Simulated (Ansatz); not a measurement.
Reference: OsAl (Pm-3m), PBEsol, DFPT electron-phonon coupling, linearised Boltzmann equation (plane waves, PAW, scalar-relativistic; Ansatz, an electronic-structure program); axes and stresses refer to this cell.

```
AlOs
1.0
    2.99283     0.00000     0.00000
    0.00000     2.99283     0.00000
    0.00000     0.00000     2.99283
Al Os
1 1
Direct
  0.00000   0.00000   0.00000
  0.50000   0.50000   0.50000
```

electron-phonon coupling λ: 0.42
resistivity at 300 K: 6.7 μΩ·cm
mean free path at 300 K: 9.0 nm

### Question
Change: spin-orbit coupling switched on. What happens to electron-phonon coupling λ, resistivity at 300 K, mean free path at 300 K?

### Answer
electron-phonon coupling λ moves little, to 0.44; resistivity at 300 K goes up to 8.0 μΩ·cm; mean free path at 300 K shrinks to 8.1 nm.

Metals; harmonic phonons alone scatter; means over directions. The mean free path is weighted by the current that each state carries. Halving the electron mesh moves these values by up to 4 %; q meshes are mostly untested. Spin-orbit coupling is left out unless a row names it. 

Computed structure with no diffraction record at hand here (it may be known, metastable or hypothetical): OsAl (Pm-3m).
